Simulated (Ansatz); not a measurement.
Terminations of the (111) face of rutile IrO2 against the chemical potential of O. Δμ(O) runs from -1.19 eV (Ir-rich) to 0 (O-rich), a span set by the bulk's formation energy; reservoirs: fcc Ir, ½ O2(g). Values are surface energies in J/m², without vibrational terms. Labels give the top and bottom planes; other terminations than these are not in the comparison.

Method: PBE (plane waves to 420 eV, PAW; Ansatz, a quantum-chemistry and plane-wave program).

```csv
Δμ(O) (eV),O / O (excess 2 O),Ir / Ir (excess 1 Ir)
-1.19,1.41,2.85
-0.95,1.28,2.99
-0.72,1.15,3.12
-0.48,1.01,3.25
-0.24,0.88,3.38
0.00,0.75,3.52
```
